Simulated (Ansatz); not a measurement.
We consider ScAs (model structure, started from the CsCl type, Pm-3m, No. 221, 2 atoms in the cell), described by PBEsol in Ansatz (plane waves, PAW).

Input:

Ansatz 0.2 input:
```yaml
crystal:
  lattice:
    - [3.343357075, 0.0, 0.0]
    - [0.0, 3.343357075, 0.0]
    - [0.0, 0.0, 3.343357075]
  atoms:
    - { symbol: Sc, position: [0.0, 0.0, 0.0] }
    - { symbol: As, position: [0.5, 0.5, 0.5] }
basis:
  ecutwfc: 520
  ecutrho_ratio: 4
  xc_grid: 2
kpoints:
  mp_grid: { grid: [16, 16, 16] }
hamiltonian:
  xc: pbesol
  dispersion: none
  pseudopotentials: { kind: paw }
scf:
  occupations: { method: fermi_dirac, width: 0.05 }
  convergence: { dr2_threshold: 0.0000000002 }
output:
  forces: true
  stress: true
  eigenvalues: true
```

Excerpt of the program's output:

```
Crystal: 2 atoms, lattice volume = 37.372 Å³
Basis set: ecut = 520 eV, 1021 PW (Γ), exchange–correlation on 50×50×50 points (8 copies of the dense FFT grid, shifted against one another)
Bands: 17, of which v1, the nominal top of the filled ones, is band 13 counted from 1 (12 counted from 0)
Symmetry: 48 space group operations
Space group: Pm-3m (ITA 221), of the structure as read, at distance tolerance 3.3e-5 Å
k-points: 165 of 4096
Functional: x = pbesol(κ = 0.804, μ = 0.12345679012345678), c = pbesol(β = 0.046)
SCF iter   1: F=—  HF=-6926.301190 eV  |F-HF|=—  |Δ(HF+E_count)|=         —  Δρ=9.75e-3  dr2=5.03e-2
SCF iter   2: F=—  HF=-6926.296233 eV  |F-HF|=—  |Δ(HF+E_count)|=   4.96e-3  Δρ=6.28e-3  dr2=2.42e-2
  ...
SCF iter   7: F=—  HF=-6926.291882 eV  |F-HF|=—  |Δ(HF+E_count)|=   9.62e-9  Δρ=1.17e-6  dr2=4.47e-10
SCF iter   8: F=-6926.291882 eV  HF=-6926.291882 eV  |F-HF|=1.82e-12  |Δ(HF+E_count)|=  1.41e-10  Δρ=1.08e-7  dr2=1.43e-12
SCF 1 converged in 8 iterations: F = -6926.291882 eV  dr2 = 1.43e-12
SCF converged after 8 iterations
Free energy (F): -6926.291882 eV
Internal energy: -6926.276857 eV  (E = F + TS)
E sigma→0 (E₀):  -6926.284369 eV
Fermi energy:    12.812387 eV
--- Stress (GPa, compression-positive) ---
        0.019864      -0.000000       0.000000
        0.000000       0.019864       0.000000
        0.000000       0.000000       0.019864
  P = ⅓ Tr σ = 0.0199 GPa (0.199 kbar)
```

The PAW data were made under PBE.

Note: the relaxation could raise the start's symmetry but not lower it, so the cell can be a saddle point.

A model structure was made by putting elements into a prototype or built by hand; it is no filed structure, need not be a known phase, and can be a saddle point held by its symmetry.

Ansatz is a program for electronic structure.
